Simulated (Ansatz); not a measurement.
Results of PBEsol in Ansatz (plane waves, PAW) for CsPbCl3 (within 0.1 Å of Pm-3m, No. 221, 5 atoms in the cell; start mp-675022).

Settings: plane-wave cutoff 520 eV, 6×6×6 k mesh, Fermi–Dirac smearing 0.01 eV, scalar-relativistic PAW data made under PBE.

Cell (relaxed with PBEsol):

Space group Pm-3m (No. 221); a = b = c = 5.619 Å, α = β = γ = 90.00°

```csv
atom,site,symmetry,x,y,z
Cs,1b,m-3m,0.5000,0.5000,0.5000
Pb,1a,m-3m,0.0000,0.0000,0.0000
Cl,3d,4/mm.m,0.0000,0.0000,0.5000
```

Predict the band gap and direct gap at Γ.


- band gap = 1.83 eV
- direct gap at Γ = 5.72 eV

Spin–orbit coupling is not included; with these elements it can move the gap by several tenths of an eV or more.

Computed values are for the static lattice.

A start named mp-… is a Materials Project structure, which need not be a measured phase.

Ansatz is a program for electronic structure.
